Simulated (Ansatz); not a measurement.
Phonon-limited transport in metals: Lu (P6_3/mmc) under several functionals (Ansatz, an electronic-structure program, without spin-orbit coupling). The PBE cell:

```
Lu
1.0
    3.50494     0.00000     0.00000
   -1.75247     3.03537     0.00000
    0.00000     0.00000     5.46051
Lu
2
Direct
  0.33333   0.66667   0.25000
  0.66667   0.33333   0.75000
```

| Functional | cell relaxed with | volume (Å³/atom) | resistivity at 300 K | mean free path at 300 K | electron-phonon coupling λ | logarithmic mean phonon energy |
|---|---|---|---|---|---|---|
| PBE | PBE | 29.05 | 46 μΩ·cm | 2.7 nm | 0.52 | 8.7 meV |
| PBEsol | PBEsol | 27.42 | 43 μΩ·cm | 2.8 nm | 0.57 | 9.0 meV |

For the resistivity at 300 K, PBE gives 46 μΩ·cm and PBEsol 43 μΩ·cm: PBE lies 8 % above, no more than the two runs' mesh errors together.

The PBE and PBEsol rows stand on cells whose volumes differ by 5.9 %, so the difference holds the effect of the cell as well as that of the functional.

Metals; harmonic phonons alone scatter; means over directions. The mean free path is weighted by the current that each state carries. Halving the electron mesh moves these values by up to 5 %; q meshes are mostly untested. Some of the runs warned that the eigensolver left states short of its tolerance. Spin-orbit coupling is left out.
